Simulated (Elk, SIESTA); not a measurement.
An Elk input for a self-consistent single point of RePt (R-3m, 2 atoms in the cell) (DFT, LDA (PW92), all-electron FP-LAPW, Elk's shipped species files, APW+lo basis with extra local orbitals):

```
tasks
  0

xctype
  3

tforce
  .true.

rgkmax
  7.5

gmaxvr
  18.0

lmaxapw
  10

lmaxo
  8

nxlo
  2

lorbcnd
  .true.

lradstp
  2

nrmtscf
  2.0

rmtscf
  0.88

lmaxi
  4

stype
  3

swidth
  0.00499791

scale
  8.972194319

avec
    0.2861204880    0.1651917971    0.9438467760
   -0.2861204880    0.1651917971    0.9438467760
    0.0000000000   -0.3303834253    0.9438468055

atoms
  2   : nspecies
  'Re.in'   : spfname
  1   : natoms; atposl, bfcmt below
  0.5000000000  0.5000000000  0.5000000000    0.0 0.0 0.0
  'Pt.in'   : spfname
  1   : natoms; atposl, bfcmt below
  0.0000000000  0.0000000000  0.0000000000    0.0 0.0 0.0

ngridk
  15 15 15
```

### Question
Write the same calculation as an input for SIESTA.

### Answer
This is the input that was run; spellings and numerical settings could be chosen otherwise.

```
# files in the folder: Re.psml Pt.psml (PseudoDojo LDA standard)
SystemName  RePt
SystemLabel RePt

NumberOfAtoms                2
NumberOfSpecies              2
%block ChemicalSpeciesLabel
  1 75 Re
  2 78 Pt
%endblock ChemicalSpeciesLabel
LatticeConstant              1.0 Ang
%block LatticeVectors
     1.358466000    0.784311000    4.481272000
    -1.358466000    0.784311000    4.481272000
     0.000000000   -1.568621000    4.481272000
%endblock LatticeVectors
AtomicCoordinatesFormat      Fractional
%block AtomicCoordinatesAndAtomicSpecies
     0.500000000    0.500000000    0.500000000  1
     0.000000000    0.000000000    0.000000000  2
%endblock AtomicCoordinatesAndAtomicSpecies

XC.functional                LDA
XC.authors                   PW92
PAO.BasisSize                DZP
PAO.EnergyShift              0.005 Ry
MeshCutoff                   350 Ry
%block kgrid.MonkhorstPack
   15   0   0  0.0
    0  15   0  0.0
    0   0  15  0.0
%endblock kgrid.MonkhorstPack
OccupationFunction           FD
ElectronicTemperature        136.0 meV

MaxSCFIterations             150
SCF.Mixer.Method             Pulay
SCF.Mixer.Weight             0.2
SCF.Mixer.History            8
SCF.DM.Tolerance             1.0E-04
Diag.ParallelOverK           true
WriteForces                  true
Charge.Mulliken              end
```

Basis settings and potentials, where a program has them, do not carry over. This input uses DFT, LDA PW92, numerical atomic orbitals DZP, PseudoDojo LDA standard norm-conserving potentials (rewritten from UPF to PSML). LDA parametrisations can differ slightly between programs.

The starting cell comes from a database of computed structures (which also holds hypothetical and non-ambient phases and stackings), without a prior relaxation at this level. For this run, on top of that: lattice scaled by 0.98.
